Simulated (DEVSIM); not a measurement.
System: Cr/SiO2/p-Si capacitor, at 300 K.

```
layer (left to right)  material  thickness (nm)  Na (cm⁻³)
---------------------  --------  --------------  ---------
1                          SiO2            3.00          -
2                            Si            1800     9.8e16
```

Metal gate on the left, work function 4.5 eV. Fixed charge at the semiconductor interface -5.2e10 cm⁻² (in units of +e); no interface traps.

The device is made up for the run: typed textbook-type constants, with dimensions and the other settings drawn at random. Values at 300 K.

| parameter | SiO2 | Si |
|---|---|---|
| gap (eV) | 9 | 1.124 |
| affinity (eV) | 0.9 | 4.05 |
| permittivity | 3.9 | 11.7 |
| Nc (cm⁻³) | - | 2.86e19 |
| Nv (cm⁻³) | - | 3.1e19 |

Model (solved in DEVSIM): 1D Poisson equation in equilibrium, Boltzmann statistics, complete ionisation; no quantum confinement or tunnelling. Metal contacts follow the ideal Schottky-Mott rule: no Fermi-level pinning, no interface dipoles.

Problem. Tabulate band edges, carrier densities and field at 0.1 V on the gate.

Solution. Energies count from the Fermi level of the right contact; mesh points crowd at the junctions.

```tsv
x (μm)	Ec (eV)	Ev (eV)	n (cm⁻³)	p (cm⁻³)	field (V/cm)
0.000	3.500	-5.500	< 1e2	< 1e2	390000
0.0008546	3.533	-5.467	< 1e2	< 1e2	390000
0.001795	3.570	-5.431	< 1e2	< 1e2	390000
0.002695	3.604	-5.396	< 1e2	< 1e2	390000
0.004049	0.479	-0.645	2.6e11	4.5e8	120000
0.006189	0.504	-0.620	9.8e10	1.2e9	120000
0.01040	0.551	-0.573	1.6e10	7.4e9	110000
0.02320	0.680	-0.444	1.1e8	1.1e12	90000
0.04388	0.834	-0.290	280000	4.2e14	59000
0.08458	0.961	-0.163	2000	5.8e16	9700
0.1647	0.975	-0.149	1200	9.8e16	26
0.4081	0.975	-0.149	1200	9.8e16	≈ 0
0.8015	0.975	-0.149	1200	9.8e16	≈ 0
1.280	0.975	-0.149	1200	9.8e16	≈ 0
1.594	0.975	-0.149	1200	9.8e16	≈ 0
1.697	0.975	-0.149	1200	9.8e16	≈ 0
1.750	0.975	-0.149	1200	9.8e16	≈ 0
1.777	0.975	-0.149	1200	9.8e16	≈ 0
1.793	0.975	-0.149	1200	9.8e16	≈ 0
1.798	0.975	-0.149	1200	9.8e16	≈ 0
1.801	0.975	-0.149	1200	9.8e16	≈ 0
1.803	0.975	-0.149	1200	9.8e16	≈ 0
```
